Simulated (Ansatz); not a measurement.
Si (P6₃/mmc, No. 194, 4 atoms in the cell; start mp-165; another form than the element's usual one) was calculated with G0W0@HSE06 (Ansatz, a first-principles code, hard PAW, contour deformation).

The same calculation (at the PBEsol cell, 20.052 Å³/atom) with different numerical settings; throughout: k mesh 3×3×2:

```csv
run,response cutoff (eV),empty bands,quasiparticle gap on the mesh (eV),quasiparticle gap at Γ (eV),rough time
1,100,335,1.438,1.901,3 core-min
2,150,615,1.500,1.946,7 core-min
3,200,946,1.524,1.963,20 core-min
4,250,1323,1.536,1.971,30 core-min
5,300,1739,1.543,1.976,50 core-min
```

In the column quasiparticle gap on the mesh (eV) the first row differs from the last by -0.105 and the next to last by -0.007.

The last row is no converged limit: other settings stay fixed.

Note: GW on a hybrid start was not checked against another program.

A start named mp-… is a Materials Project structure, which need not be a measured phase.
